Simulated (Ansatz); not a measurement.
Take SrO in the rock salt structure (space group Fm-3m, No. 225; a = 5.122 Å) as the base. Axes: x, y, z lie along the cube axes.

Method: PBEsol (Ansatz, an electronic-structure program), without spin-orbit coupling.

Modification: the cell is stretched by 1.50 % along z with no lateral relaxation, atoms relaxed at fixed cell.

Question: Predict the stress tensor and what it implies for the stiffness.

Answer: Stress of the strained cell less that of the base (GPa, compression positive):
```
  -0.71    0.00    0.00
   0.00   -0.71    0.00
   0.00    0.00   -2.50
```

Then −Δσ_ii/ε with ε = 0.0150 gives secant stiffness values (nonlinear terms included at this strain): C33 ≈ 167 GPa, C13 ≈ 47 GPa and C23 ≈ 47 GPa.

Whether these cells are dynamically stable was not tested.
